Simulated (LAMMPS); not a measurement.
Pressure dependence of C (diamond structure) at 2400 K, from the crystal.

Computed with classical MD, pair style gw, file SiC.gw, run in LAMMPS.

```json
[
 {"P (GPa)": "0", "state": "crystal; no diffusion seen in 30 ps", "volume": "7.913 ± 0.001 Å³/atom", "coordination number": "4.00 (counted to 2.26 Å)"},
 {"P (GPa)": "2", "state": "crystal; no diffusion seen in 30 ps", "volume": "7.828 ± 0.001 Å³/atom", "coordination number": "4.00 (counted to 2.26 Å)"},
 {"P (GPa)": "5", "state": "crystal; no diffusion seen in 30 ps", "volume": "7.710 ± 0.001 Å³/atom", "coordination number": "4.00 (counted to 2.26 Å)"}
]
```

Caution: the potential SiC.gw is made for SiC, not for the elements.

Caution: with SiC.gw the 0 K volume of this crystal is 28 % off the measured one.

Caution: in nature this polymorph isn't the stable one over the whole range of temperature at this pressure, and short runs keep a crystal in its starting form.

Caution (rows 2; 5): a run this short can hold a crystal over, or a liquid under, the potential's own melting point, which these runs don't give.

Estimate the isothermal bulk modulus at zero pressure. A parabola P(ln V) through the three points gives −dP/d ln V = 180 GPa at zero pressure.

States go by the mean squared displacement: a species diffuses where it passes 1.5 Å², still rises and gives D over 1e-6 cm²/s; a crystal has left its structure where atoms lie 0.35 Å off their sites on average or a cubic box changes its shape by 3 %, or the axial ratios of another lie 8 % off the starting cell's, which the potential's own relaxation can also do.

Errors shown are sampling errors alone.
